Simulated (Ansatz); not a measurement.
Given:

End structure of a constructed model of the (0001) surface of hcp Os, a layer of Ag in place of the second plane (bottom of the slab: a bare face, its two planes held):

```xyz
6
Lattice="2.7542 0.0000 0.0000 -1.3771 2.3852 0.0000 0.0000 0.0000 27.0000" Properties=species:S:1:pos:R:3 pbc="T T T"
Os     1.3771     0.7951     8.0609
Os     0.0000     1.5902    10.2341
Os     1.3771     0.7951    12.3968
Os     0.0000     1.5902    14.5075
Ag     1.3771     0.7951    16.9763
Os     0.0000     1.5902    19.3743
```

Set-up: 6 atoms, 10.9 Å thick at the start; mesh 16x16x1; 0.1 eV smearing; dipole correction on; 2 atoms held, the rest relaxed; held to the start's symmetry, so lower structures may exist; no spin, no spin-orbit, no U. It is one candidate, not shown to be the stable structure of the face.

**Question.** What is the computed work function of the top face (PBE (Ansatz, an electronic-structure program))?

**Answer.** 5.85 eV
